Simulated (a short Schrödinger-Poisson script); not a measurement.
Stack: gated In0.52Al0.48As/In0.53Ga0.47As δ-doped gas in a quantum well, at 77 K.

```tsv
layer	material	thickness (nm)	Na (cm⁻³)
1	In0.52Al0.48As	8	-
2	In0.52Al0.48As	2	-
3	In0.53Ga0.47As	15	-
4	In0.52Al0.48As	4000	2e14
```

The device is made up for the run: typed textbook-type constants, with dimensions and the other settings drawn at random. In0.52Al0.48As: permittivity 12.5, conduction-band edge (eV) 0.52, gap (eV) 1.45, electron mass (mₑ) 0.075, Nv at 300 K (cm⁻³) 1.1e19. In0.53Ga0.47As: permittivity 13.9, conduction-band edge (eV) 0, gap (eV) 0.74, Nv at 300 K (cm⁻³) 7.7e18.

Channel valleys (confinement mass, in-plane density-of-states mass, number): Γ 0.041, 0.041, 1. At the gate the conduction-band edge of layer 1 lies 0.65 eV − eVg above the Fermi level of the channel; the field vanishes at the back. Sheet of ionised δ-doping: +1.7e12 e/cm² at 8 nm from the gate. The barrier under the gate holds no holes. Gaps are held at their typed values at every temperature. Mesh 0.08 nm at interfaces.

Solved with a short Schrödinger-Poisson script written for these runs: 1D Poisson equation in equilibrium, electrons quantum, Hartree (BenDaniel-Duke, 40 states a valley, the channel's in-plane mass for all, wave functions free to enter the barrier), parabolic valleys, classical holes, full ionisation, no traps, pinning or gate leakage.

The same stack at other levels of the model or other numerical settings:

| run | sheet density of all electrons at Vg = 0.4 V (cm⁻²) | capacitance at Vg = 0.4 V (μF/cm²) | centroid of the channel electrons at Vg = 0.4 V (nm) | rough cost against the base |
|---|---|---|---|---|
| base | 1.73e12 | 0.733 | 5.50 | about 1 |
| electrons treated as classical, Boltzmann | 2.80e12 | 1.07 | 1.10 | 0.03 |
| electrons treated as classical, Fermi-Dirac | 1.84e12 | … | 5.21 | 0.1 |
| electrons treated as quantum, Hartree plus LDA exchange-correlation | 1.79e12 | 0.744 | … | about 1 |
| mesh six times as coarse | 1.73e12 | 0.733 | 5.48 | 0.3 |
| one subband a valley | 1.69e12 | … | 5.30 | 0.3 |

Some entries are withheld; supply them.


- electrons treated as classical, Fermi-Dirac, capacitance at Vg = 0.4 V (μF/cm²): 0.710
- electrons treated as quantum, Hartree plus LDA exchange-correlation, centroid of the channel electrons at Vg = 0.4 V (nm): 5.40
- one subband a valley, capacitance at Vg = 0.4 V (μF/cm²): 0.670

The classical rows ignore confinement, and Boltzmann statistics overrate the density once the band edge passes the Fermi level.
